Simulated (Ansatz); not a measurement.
The reference is HgS in the zinc blende structure (space group F-43m, No. 216; a = 5.876 Å).

All numbers come from PBEsol/PAW in Ansatz (a program for electronic structure), no spin-orbit coupling, earlier PAW set.

For the base:

- Volume per atom: 25.36 Å³

Modification: full substitution S → O; the structure is relaxed again.

Predict the new volume per atom.

The volume per atom shrinks by 7.82 Å³, from 25.36 Å³ to 17.54 Å³.

Whether these cells are dynamically stable was not tested. As relaxed here, HgO is a hypothetical phase, not in the database extracts checked. All final runs are without spin polarisation.
